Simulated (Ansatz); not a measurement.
Start from Sr in the fcc (Cu type) structure (space group Fm-3m, No. 225; a = 6.0289 Å).

Method: PBE, PAW, 420 eV (Ansatz, a program for electronic structure; no spin-orbit coupling).

Base values:

Lattice parameter a: 6.029 Å

Now apply this change: a negative pressure, −1 GPa.

Question: Predict the new lattice parameter a.

Answer: The lattice parameter a goes up by 0.211 Å to 6.240 Å.

Load acts through the strain it causes; cell and atoms are relaxed under it. Stability against distortions was not tested.
